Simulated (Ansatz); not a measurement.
## Effective masses and thermopower of ZnS under load (space group I-4m2)

Here is the system:

```yaml
crystal:
  lattice:
    - [0.00000, 2.64153, 2.75678]
    - [2.64153, 0.00000, 2.75678]
    - [2.64153, 2.64153, 0.00000]
  atoms:
    - { symbol: Zn, position: [0.00000, 0.00000, 0.00000] }
    - { symbol: S, position: [0.25000, 0.25000, 0.25000] }
```

Computed with r2SCAN with spin-orbit coupling, rigid bands (plane waves, PAW; Ansatz, a first-principles code). Condition of this run: biaxial stress xx = yy = 2 GPa (compression positive) (the target of the relaxation). Cell: cell and atoms relaxed with r2SCAN, then loaded as said.

* **band gap**: 2.70 eV
* **electron conductivity mass (300 K, dilute)**: 0.21 mₑ
* **hole conductivity mass (300 K, dilute)**: 0.65 (x), 0.65 (y), 0.79 (z) mₑ
* **effective density of states N_c (300 K)**: 2.4e18 cm⁻³
* **effective density of states N_v (300 K)**: 2.7e19 cm⁻³
* **density-of-states mass, electrons**: 0.21 mₑ
* **density-of-states mass, holes**: 1.04 mₑ
* **Seebeck coefficient, n-type 1e19 cm⁻³, 300 K**: -117 μV/K
* **Seebeck coefficient, p-type 1e19 cm⁻³, 300 K**: 341 μV/K

Rigid bands; masses and Seebeck coefficients take one relaxation time τ for all states and one kind of carrier; polarons and phonon drag are left out.
